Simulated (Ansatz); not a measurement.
MoTe2, pressure series

Take MoTe2 in the 2H-MoS2 type structure (space group P6_3/mmc, No. 194; a = 3.497 Å, c = 13.697 Å; layered, stacked along the Cartesian z axis) as the base.

Cell and atoms are relaxed at each pressure.

Calculations: plane-wave PAW DFT at the PBE-D3(BJ) level (Ansatz, an electronic-structure program, 420 eV), spin-orbit coupling left out, earlier PAW set.

| change | band gap | volume per atom | c/a ratio |
|---|---|---|---|
| base | 0.60 eV | 24.17 Å³ | 3.917 |
| pressure −2 GPa | 0.81 eV | 25.75 Å³ | 4.039 |
| pressure −1 GPa | 0.69 eV | 24.80 Å³ | 3.957 |
| pressure 0.3 GPa | [?] | [?] | [?] |
| pressure 0.7 GPa | 0.54 eV | 23.82 Å³ | 3.899 |
| pressure 1.5 GPa | 0.47 eV | 23.47 Å³ | 3.884 |
| pressure 5 GPa | 0.19 eV | 22.30 Å³ | 3.852 |
| pressure 7.5 GPa | zero | 21.67 Å³ | 3.843 |
| pressure 10 GPa | zero | 21.12 Å³ | 3.836 |

Question: Some entries are withheld; estimate them.

Answer: 
- pressure 0.3 GPa, band gap: 0.58 eV
- pressure 0.3 GPa, volume per atom: 24.02 Å³
- pressure 0.3 GPa, c/a ratio: 3.909

The mesh was chosen for an insulator and is coarse for the gapless case. Spin-orbit coupling, missing from the scalar runs, can matter with Te. Load acts through the strain it causes; cell and atoms are relaxed under it. No phonon test of stability was made. No other phases were tried under pressure. The final runs are not spin-polarised. Gaps under 0.05 eV, about the width of the smearing, are given as zero. The program warned that a D3 coordination switch lies within reach, so dispersion energies are less smooth here. The zero or small gap of MoTe2 under pressure 5 GPa, MoTe2 under pressure 7.5 GPa and MoTe2 under pressure 10 GPa can change with the level of theory.
